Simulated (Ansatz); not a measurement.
Output of an Ansatz run (abridged):

```
WARN ansatz: RAYON_NUM_THREADS=1 ignored (pool sized by the plan → 1); use --threads N
Pseudopotentials: kind: paw
Pseudopotential: Rh, paw, valence charge 17
Pseudopotential: Mg, paw, valence charge 10
Pseudopotential: Te, paw, valence charge 16
Crystal: 14 atoms, lattice volume = 430.956 Å³
Basis set: ecut = 420 eV, 8393 PW (Γ), exchange–correlation on 120×120×120 points (8 copies of the dense FFT grid, shifted against one another)
Bands: 130, of which v1, the nominal top of the filled ones, is band 108 counted from 1 (107 counted from 0)
Symmetry: 48 space group operations
Space group: Fd-3m (ITA 227), of the structure as read, at distance tolerance 7.6e-5 Å
k-points: 4 of 27
PAW frozen core: Rh, regenerated for the run's functional, and the local potential with it
PAW frozen core: Mg, regenerated for the run's functional, and the local potential with it
PAW frozen core: Te, regenerated for the run's functional, and the local potential with it
Initial density: superposition of atomic densities (neutral atoms: chi_scale 0, normalization atom), corrected by the library's trained network
Initial wavefunctions: pseudopotential atomic-orbital guess
Eigensolver: davidson
Functional: x = revpbe(κ = 1.245, μ = 0.2195149727645171), c = pbe(β = 0.06672455060314922)
SCF iter   1: F=—  HF=-85379.312875 eV  |F-HF|=—  |Δ(HF+E_count)|=         —  Δρ=6.18e-3  dr2=7.85e-2  ethr=1.77e-3  ⟨swp⟩=6.2  Hψ=1922  notcnv=0  defer=14
all-band conjugate gradients solve this SCF's bands
preconditioner: auto → LDOS
SCF iter   2: F=—  HF=-85379.315944 eV  |F-HF|=—  |Δ(HF+E_count)|=   3.07e-3  Δρ=3.46e-3  dr2=5.56e-2  ethr=3.64e-5  ⟨swp⟩=2.0  Hψ=1069  notcnv=0  defer=27
SCF iter   3: F=—  HF=-85379.305104 eV  |F-HF|=—  |Δ(HF+E_count)|=   1.08e-2  Δρ=1.15e-3  dr2=6.94e-3  ethr=2.57e-5  ⟨swp⟩=2.0  Hψ=637  notcnv=0  defer=27
SCF iter   4: F=—  HF=-85379.304405 eV  |F-HF|=—  |Δ(HF+E_count)|=   6.99e-4  Δρ=2.22e-4  dr2=1.76e-4  ethr=3.21e-6  ⟨swp⟩=2.0  Hψ=621  notcnv=0  defer=27
SCF iter   5: F=—  HF=-85379.304426 eV  |F-HF|=—  |Δ(HF+E_count)|=   2.05e-5  Δρ=4.36e-5  dr2=1.48e-5  ethr=8.16e-8  ⟨swp⟩=3.0  Hψ=1114  notcnv=0  defer=27
SCF iter   6: F=—  HF=-85379.304809 eV  |F-HF|=—  |Δ(HF+E_count)|=   3.83e-4  Δρ=2.38e-5  dr2=6.57e-6  ethr=6.86e-9  ⟨swp⟩=2.0  Hψ=839  notcnv=0  defer=27
SCF iter   7: F=—  HF=-85379.304809 eV  |F-HF|=—  |Δ(HF+E_count)|=   3.07e-7  Δρ=9.16e-6  dr2=7.97e-7  ethr=3.04e-9  ⟨swp⟩=2.0  Hψ=638  notcnv=0  defer=27
SCF iter   8: F=-85379.304809 eV  HF=-85379.304809 eV  |F-HF|=8.31e-9  |Δ(HF+E_count)|=   3.40e-7  Δρ=1.74e-6  dr2=3.79e-8  ethr=4.63e-11  ⟨swp⟩=10.5  Hψ=2819  notcnv=0
SCF 1 converged in 8 iterations: F = -85379.304809 eV  dr2 = 3.79e-8
SCF converged after 8 iterations
Free energy (F): -85379.304809 eV
Harris-Foulkes:  -85379.304809 eV  (|F-HF|=8.31e-9)
Internal energy: -85379.179513 eV  (E = F + TS)
E sigma→0 (E₀):  -85379.242161 eV
Entropy (-TS):   -0.125296 eV (-8.950 meV/atom)
Fermi energy:    8.152472 eV
--- Per-component energies (eV) ---
  E_band       = -4064.255460
  E_kinetic    = 3863.932284
  E_local      = -26879.837849  (includes V_loc(G=0)·N_el)
  E_nonlocal   = -871.362417
  E_hartree    = 13006.198207
  E_xc         = -1925.531389
  E_vxc        = -1999.206079  (∫ρ·V_xc dr)
  E_paw        = -52316.014701  (= ΣΔE_a)
  E_vpaw       = -4190.164574  (= ΣTr[D̂ρ^β])
  E_aug_tail   = 0.002041  (compensation charges beyond the density's cutoff)
  E_ewald      = -20256.006944
  E_core_change = -0.558745  (= ΣΔE_core)
  E_smearing   = -0.125296  (= −TS)
  E_closure    = 0.000000  (closes the sum)
  Σ components = -85379.304809   (vs F -85379.304809, Δ=0.00e0)
--- Forces (eV/Å), atoms counted from 1 ---
  atom   1  Rh     0.00000000    -0.00000000     0.00000000
  atom   2  Rh     0.00000000    -0.00000000     0.00000000
  atom   3  Rh     0.00000000    -0.00000000    -0.00000000
  atom   4  Rh     0.00000000    -0.00000000    -0.00000000
  atom   5  Mg     0.00000000     0.00000000     0.00000000
  atom   6  Mg     0.00000000     0.00000000     0.00000000
  atom   7  Te    -0.86824701    -0.86824701    -0.86824701
  atom   8  Te    -0.86824701     0.86824701     0.86824701
  atom   9  Te     0.86824701    -0.86824701     0.86824701
  atom  10  Te     0.86824701     0.86824701    -0.86824701
  atom  11  Te     0.86824701     0.86824701     0.86824701
  atom  12  Te     0.86824701    -0.86824701    -0.86824701
  atom  13  Te    -0.86824701     0.86824701    -0.86824701
  atom  14  Te    -0.86824701    -0.86824701     0.86824701
  max |Σ_I F_I| component: 3.33e-16 eV/Å
--- Stress (GPa, compression-positive) ---
       -6.743524       0.000000       0.000000
        0.000000      -6.743524       0.000000
        0.000000       0.000000      -6.743524
  P = ⅓ Tr σ = -6.7435 GPa (-67.435 kbar)
  The stress holds the Pulay correction. Without it, at fixed plane waves, as pw.x and ABINIT print it: P = -6.7753 GPa
--- Band table (eV) ---
  k-point 0: bands = ["-69.8386", "-69.8386", "-69.8386", "-69.8386", "-68.4388", "-68.4388", "-37.7349", "-37.7349", "-37.7347", "-37.7347", "-37.7347", "-37.7341", "-37.7341", "-37.7341", "-37.7227", "-37.7207", "-37.7207", "-37.7207", "-35.0550", [...]
  k-point 1: bands = ["-69.8386", "-69.8386", "-69.8386", "-69.8386", "-68.4388", "-68.4388", "-37.7348", "-37.7348", "-37.7347", "-37.7346", "-37.7346", "-37.7342", "-37.7342", "-37.7341", "-37.7224", "-37.7211", "-37.7207", "-37.7207", "-35.0550", [...]
  k-point 2: bands = ["-69.8386", "-69.8386", "-69.8386", "-69.8386", "-68.4388", "-68.4388", "-37.7348", "-37.7347", "-37.7347", "-37.7346", "-37.7346", "-37.7343", "-37.7342", "-37.7342", "-37.7222", "-37.7212", "-37.7207", "-37.7207", "-35.0550", [...]
  k-point 3: bands = ["-69.8386", "-69.8386", "-69.8386", "-69.8386", "-68.4388", "-68.4388", "-37.7348", "-37.7347", "-37.7347", "-37.7346", "-37.7345", "-37.7344", "-37.7343", "-37.7342", "-37.7220", "-37.7215", "-37.7207", "-37.7207", "-35.0550", [...]
```

The structure:

```
CELL_PARAMETERS angstrom
      0.00000     5.99517     5.99517
      5.99517     0.00000     5.99517
      5.99517     5.99517     0.00000
ATOMIC_POSITIONS crystal
  Rh 0.12500 0.12500 0.12500
  Rh 0.62500 0.12500 0.12500
  Rh 0.12500 0.62500 0.12500
  Rh 0.12500 0.12500 0.62500
  Mg 0.75000 0.75000 0.75000
  Mg 0.50000 0.50000 0.50000
  Te 0.36260 0.36260 0.36260
  Te 0.91220 0.36260 0.36260
  Te 0.36260 0.91220 0.36260
  Te 0.36260 0.36260 0.91220
  Te 0.88740 0.88740 0.88740
  Te 0.33780 0.88740 0.88740
  Te 0.88740 0.33780 0.88740
  Te 0.88740 0.88740 0.33780
```

Problem. What input produced this log?

Solution. Other spellings and defaults could give the same log, and not every line can be read from it. The input that was run (DFT, revPBE, plane waves, default PAW files made with PBE):

Ansatz 0.2 input:
```yaml
crystal:
  lattice:
    - [0.00000000, 5.99516500, 5.99516500]
    - [5.99516500, 0.00000000, 5.99516500]
    - [5.99516500, 5.99516500, 0.00000000]
  atoms:
    - { symbol: Rh, position: [0.12500000, 0.12500000, 0.12500000] }
    - { symbol: Rh, position: [0.62500000, 0.12500000, 0.12500000] }
    - { symbol: Rh, position: [0.12500000, 0.62500000, 0.12500000] }
    - { symbol: Rh, position: [0.12500000, 0.12500000, 0.62500000] }
    - { symbol: Mg, position: [0.75000000, 0.75000000, 0.75000000] }
    - { symbol: Mg, position: [0.50000000, 0.50000000, 0.50000000] }
    - { symbol: Te, position: [0.36260000, 0.36260000, 0.36260000] }
    - { symbol: Te, position: [0.91220000, 0.36260000, 0.36260000] }
    - { symbol: Te, position: [0.36260000, 0.91220000, 0.36260000] }
    - { symbol: Te, position: [0.36260000, 0.36260000, 0.91220000] }
    - { symbol: Te, position: [0.88740000, 0.88740000, 0.88740000] }
    - { symbol: Te, position: [0.33780000, 0.88740000, 0.88740000] }
    - { symbol: Te, position: [0.88740000, 0.33780000, 0.88740000] }
    - { symbol: Te, position: [0.88740000, 0.88740000, 0.33780000] }
basis:
  ecutwfc: 420.0
kpoints:
  mp_grid: { grid: [3, 3, 3] }
hamiltonian:
  xc: revpbe
  pseudopotentials: { kind: paw }
scf:
  occupations: { method: fermi_dirac, width: 0.1 }
output:
  forces: true
  eigenvalues: true
  stress: true
```

The starting cell was generated: these elements placed on a structure prototype, without a prior relaxation; it need not be a known phase or ordering of this composition. Spin-orbit coupling is off. Spin polarisation is off. With a pressure of about -7 GPa the cell is away from its equilibrium volume at this level. Forces in this geometry exceed 1 eV/Å. Ansatz's pressure includes its estimate of the finite-basis (Pulay) stress.

Ansatz is an electronic-structure program.
